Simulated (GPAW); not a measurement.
A user runs GPAW on Mg6MnSb (Amm2, 8 atoms in the cell) and asks whether the run is sound. The aim is a self-consistent single point with DFT PBEsol, plane waves, GPAW PAW datasets PBEsol (made by gpaw-setup).

Cell that was meant: a = 5.0642 Å, b = 6.2477 Å, c = 6.2477 Å, α = 60.65°, β = 90.00°, γ = 90.00°.

Part of the input:

```python
            nbands=-14,
            convergence={'forces': 0.001},
            symmetry={'symmorphic': False, 'tolerance': 0.0005},
            charge=2,
            maxiter=100)

atoms.calc = calc
```

The program printed (abridged):

```
Input parameters:
  charge: 2
  convergence: {forces: 0.001}
  kpts: {gamma: True,
         size: (4, 3, 3)}
  maxiter: 100
   [... lines left out ...]
   7 Sb     2.532080    0.000000    7.243488    ( 0.0000,  0.0000,  0.0000)

Unit cell:
           periodic     x           y           z      points  spacing
  1. axis:    yes    5.064160    0.000000    0.000000    35     0.1447
  2. axis:    yes    0.000000    3.154660    5.392710    42     0.1297
  3. axis:    yes    0.000000   -3.154660    5.392710    42     0.1297

  Lengths:   5.064160   6.247656   6.247656
  Angles:   60.654075  90.000000  90.000000

Effective grid spacing dv^(1/3) = 0.1408
     iter     time        total  log10-change:         magmom
                         energy   eigst   dens  force
iter:   1 --:--:--   -44.292432                          +4.0146
iter:   2 --:--:--   -34.643514   -0.44  -1.23           +1.4981
iter:   3 --:--:--   -34.886841   -1.25  -1.56           +1.5270
iter:   4 --:--:--   -34.619468   -1.73  -1.54           +1.3707
iter:   5 --:--:--   -34.866622   -1.98  -1.61           +1.2535
   [... 7 lines left out ...]
iter:  13 --:--:--   -35.106337   -2.84  -1.91           +4.1772
   [... lines left out ...]
iter:  30 --:--:--   -35.041688c  -7.34  -4.21c          +4.0087
iter:  31 --:--:--   -35.041682c  -7.43c -4.31c          +4.0087
iter:  32 --:--:--   -35.041680c  -7.61c -4.36c -2.00    +4.0102
iter:  33 --:--:--   -35.041673c  -7.22  -4.46c          +4.0118
iter:  34 --:--:--   -35.041675c  -8.42c -4.56c -2.37    +4.0111
iter:  35 --:--:--   -35.041677c  -8.55c -4.63c -2.51    +4.0107
iter:  36 --:--:--   -35.041677c  -8.75c -4.67c -2.71    +4.0109
iter:  37 --:--:--   -35.041678c  -8.02c -4.69c -2.62    +4.0107
iter:  38 --:--:--   -35.041678c  -8.94c -4.78c -3.29c   +4.0112
Converged after 38 iterations.

Dipole moment: (-0.000000, -0.000000, 1.064383) |e|*Ang

Total magnetic moment: (0.000000, 0.000000, 4.011234)
Local magnetic moments:
   0 Mg ( 0.000000,  0.000000, -0.009125)
   1 Mg ( 0.000000,  0.000000, -0.009125)
   2 Mg ( 0.000000,  0.000000, -0.011017)
   3 Mg ( 0.000000,  0.000000, -0.014426)
   4 Mg ( 0.000000,  0.000000, -0.014426)
   5 Mg ( 0.000000,  0.000000,  0.007357)
   6 Mn ( 0.000000,  0.000000,  3.865880)
   7 Sb ( 0.000000,  0.000000, -0.026605)

Energy contributions relative to reference atoms: (reference = -240314.208130)

Kinetic:        -53.173588
Potential:      +34.261814
External:        +0.000000
XC:             -16.191978
Entropy (-ST):   -0.027994
Local:           +0.076072
SIC:             +0.000000
   [... lines left out ...]
Free energy:    -35.055675
Fermi level: 4.40249
No gap
   [... lines left out ...]
  3 Mg    0.00000    0.07330   -0.04181
  4 Mg    0.00000   -0.07330   -0.04181
  5 Mg    0.00000    0.00000    0.10018
  6 Mn    0.00000    0.00000   -0.11078
  7 Sb    0.00000    0.00000    0.02224

Stress tensor:
     0.106735     0.000000     0.000000
     0.000000     0.084508     0.000000
     0.000000     0.000000     0.088272
Stress (GPa, Voigt): [17.1008 13.5397 14.1428  0.      0.      0.    ]
```

Question: Can these results be used? Check the input.

Answer: The run is not sound. The fault is an unintended net charge. A charged periodic cell changes the electron count and is neutralised by a uniform background, so energy, forces and pressure belong to another system. To fix it, remove the charge. The run converged in 38 iterations without an error; against the sound input the pressure goes from -1.40 to -14.93 GPa, the largest force goes from 0.086 to 0.111 eV/Å and the size of the net moment goes from 0.46 to 0.50 μB/atom.

An input that runs soundly differs in these lines (not the only fix; some lines may just follow from the change or write a value another way):
```diff
-            charge=2,
```

With that input, the run converged in 24 iterations: free energy E − TS (from the program's reference atoms) -25.8289 eV; Fermi level (on the code's own zero) 4.83 eV; pressure -1.40 GPa; largest force (vector length) 0.086 eV/Å; size of the cell's spin moment 3.67 μB (DFT PBEsol, plane waves, GPAW PAW datasets PBEsol (made by gpaw-setup)).

On the sound input: the starting cell comes from a database of computed structures (which also holds hypothetical and non-ambient phases and stackings), without a prior relaxation at this level. With one magnetic atom in the cell only a parallel order is possible. Without a gap this mesh is coarse (it stands for a supercell whose shortest vector is 19 Å).
